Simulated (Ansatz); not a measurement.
The starting structures come from a database of crystals and need not be the phases stable at ambient conditions.

Inside the gap of an insulator the Bloch states are evanescent, with a wavenumber k + iκ along the transport direction.

```
La2TiZnO6
1.0
    5.60180     0.00000     0.00000
   -0.00797     7.95718     0.00000
    0.00000     0.00000     5.70671
La Ti Zn O
4 2 2 12
Cartesian
  0.04998   5.97505   5.45162
  5.54385   1.98213   0.25509
  2.73897   5.96073   2.59827
  2.85486   1.99646   3.10844
 -0.00398   3.97859   2.85336
  2.80090   0.00000   0.00000
  0.00000   0.00000   2.85336
  2.79692   3.97859   0.00000
  1.69140   7.56274   4.09143
  3.90244   0.39444   1.61528
  1.09755   4.37303   1.23807
  4.49628   3.58415   4.46864
  1.21466   7.59044   1.13033
  4.37918   0.36675   4.57638
  1.57429   4.34534   3.98368
  4.01954   3.61184   1.72303
  0.50103   2.06942   2.70464
  5.09281   5.88776   3.00207
  2.29589   1.90917   5.55799
  3.29794   6.04802   0.14872
```

Space group of this cell: P2_1/c. The cell is taken as given; by r2SCAN its mean pressure is -3.8 GPa.

Transport runs along the normal of the first two printed cell vectors.

The gap is the functional's own, uncorrected, and κ follows it; spin-orbit coupling is left out. Mid-gap values are interpolated between the computed energies.

Question: Estimate the band gap and the smallest decay constant κ at mid-gap that r2SCAN in Ansatz (a first-principles code) returns for this system.

Answer: Gap 3.34 eV on a 6×4×6 mesh; κ = 0.363 1/Å, at (0.500, 0.500) of the in-plane reciprocal vectors. At the zone centre, at the nearest computed energy, the slowest state has κ = 0.39 1/Å.
